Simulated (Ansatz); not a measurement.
Input:

```yaml
crystal:
  lattice:
    - [0.00000, 2.85519, 2.85519]
    - [2.85519, 0.00000, 2.85519]
    - [2.85519, 2.85519, 0.00000]
  atoms:
    - { symbol: In, position: [0.00000, 0.00000, 0.00000] }
    - { symbol: P, position: [0.25000, 0.25000, 0.25000] }
```

No spin polarisation.

Computed with Kohn–Sham DFT with the LDA functional, run in Ansatz (a quantum-chemistry and plane-wave program) with PAW and 420 eV plane waves, spin-orbit coupling left out. k-mesh 10×10×10 (Γ-centred); smearing 0.05 eV (Fermi–Dirac).

Question: What gap character does the calculation give?

Answer: Direct at Γ.

Question: Estimate the pressure.

Answer: 4.96 GPa.

Question: What is the computed width of the top valence band?

Answer: 3.35 eV.

Question: What electron mass does the calculation give?

Answer: 0.068 mₑ (at Γ).

The cells carry an imposed strain or load. Masses are band curvatures over ±0.01 Å⁻¹ around the edge. Whether these cells are dynamically stable was not tested. The cell was made from InP in the zinc blende structure (space group F-43m, No. 216) by this change: isotropic strain −2.00 %.
